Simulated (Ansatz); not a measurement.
**MgTe: uniaxial strain ε_zz = −3.00 %**

The reference is MgTe in the zinc blende structure (space group F-43m, No. 216; a = 6.3681 Å). Axes: x, y, z lie along the cube axes.

The change: uniaxial strain ε_zz = −3.00 %, all other strain components held at zero; the atoms relax in the strained cell.

All numbers come from Ansatz (a quantum-chemistry and plane-wave program), LDA, PAW, cutoff 420 eV, no SOC. k-mesh 9×9×9 (Γ-centred); smearing 0.05 eV (Fermi–Dirac).

| quantity | base | changed | shift |
|---|---|---|---|
| volume per atom | 32.28 Å³ | 31.31 Å³ | -0.97 Å³ |
| space group | F-43m (No. 216) | I-4m2 (No. 119) | – |
| shortest interatomic distance | 2.757 Å | 2.730 Å | -0.027 Å |
| energy relative to the base (free energy F) | 0 meV/atom | +4.5 meV/atom | +4.5 meV/atom |
| pressure (mean of the normal stresses, compression positive) | 0.01 GPa | 1.25 GPa | +1.24 GPa |
| band gap | 2.38 eV | 2.46 eV | +0.08 eV |
| gap character | direct at Γ | direct at Γ | – |
| electron mass | 0.16 mₑ (at Γ) | 0.16 mₑ (at Γ) | – |
| hole mass | – | 0.19 mₑ along z, 0.80 mₑ across (at Γ) | – |
| valence-band top at Γ (three highest levels, from the VBM) | 0.00, 0.00, 0.00 eV | 0.00, -0.08, -0.08 eV | – |
| stress (xx, yy, zz, yz, xz, xy; compression positive) | – | (1.13, 1.13, 1.49, 0.00, 0.00, 0.00) GPa | – |

Final structure:

```xyz
2
Lattice="0.0000 3.1841 3.0885 3.1841 0.0000 3.0885 3.1841 3.1841 0.0000" Properties=species:S:1:pos:R:3 pbc="T T T"
Mg     0.0000     0.0000     0.0000
Te     1.5920     1.5920     1.5443
```

With Te present, leaving out spin-orbit coupling can change the band edges. Effective masses come from finite differences of ±0.01 Å⁻¹. Stability against distortions was not tested. k-point labels follow each cell's own Brillouin zone.
